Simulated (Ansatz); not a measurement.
Cu, response to strain

Take Cu in the fcc (Cu type) structure (space group Fm-3m, No. 225; relaxed with 0.1 eV smearing) as the base.

```xyz
1
Lattice="0.0000 1.7895 1.7895 1.7895 0.0000 1.7895 1.7895 1.7895 0.0000" Properties=species:S:1:pos:R:3 pbc="T T T"
Cu     0.0000     0.0000     0.0000
```

Cartesian axes are those of the cell as printed.

Strains are applied to the cell and any free atomic positions relax; under biaxial strain the out-of-plane vector relaxes too.

Level of theory: Ansatz (a quantum-chemistry and plane-wave program), r2SCAN, PAW, cutoff 500 eV, no spin-orbit coupling, earlier PAW set.

Candidates:
(a) strain tensor (xx, yy, zz, yz, xz, xy) = (+0.48, −0.39, −2.56, −1.41, +0.13, −0.25) %
(b) biaxial strain −1.09 %, plane normal [110], relaxed out of plane
(c) isotropic strain +3.36 %
(d) strain tensor (xx, yy, zz, yz, xz, xy) = (−1.34, +0.21, +0.53, −0.42, +0.63, +0.27) %
(e) biaxial strain +4.99 %, plane normal [001], relaxed out of plane

Notes on the quantities. energy relative to the base: free energy F.

Q: Order them by energy relative to the base, highest first.

A: (c) isotropic strain +3.36 % (+52 meV/atom), (e) biaxial strain +4.99 %, plane normal [001], relaxed out of plane (+16 meV/atom), (a) strain tensor (xx, yy, zz, yz, xz, xy) = (+0.48, −0.39, −2.56, −1.41, +0.13, −0.25) % (+8.1 meV/atom), (b) biaxial strain −1.09 %, plane normal [110], relaxed out of plane (+2.4 meV/atom), (d) strain tensor (xx, yy, zz, yz, xz, xy) = (−1.34, +0.21, +0.53, −0.42, +0.63, +0.27) % (+1.5 meV/atom)

No phonon test of stability was made. The final runs are not spin-polarised.
